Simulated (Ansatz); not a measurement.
Take Hf in the hcp (Mg type) structure (space group P6_3/mmc, No. 194; a = 3.198 Å, c = 5.049 Å; relaxed with 0.1 eV smearing) as the base. Axes: x lies along a and z along c of the hexagonal cell.

Computed with r2SCAN/PAW in Ansatz (a program for electronic structure), spin-orbit coupling left out, earlier PAW set.

Before the change:

| Property | Result |
|---|---|
| Pressure | 0.0 GPa |
| Band gap | zero |
| Volume per atom | 22.36 Å³ |

One thing is altered: compressive biaxial strain of 0.48 % in the plane normal to [001], as in epitaxy on a mismatched substrate; the out-of-plane cell vector and the atoms relax.

Task: Estimate the effect on the pressure.

Result: The pressure (mean of the normal stresses, compression positive) goes from zero to 0.7 GPa.

Task: Predict the new band gap.

Result: The band gap stays zero.

Task: What happens to the volume per atom?

Result: The volume per atom shrinks by 0.146 Å³, from 22.36 Å³ to 22.22 Å³.

Whether these cells are dynamically stable was not tested. The final runs are not spin-polarised.
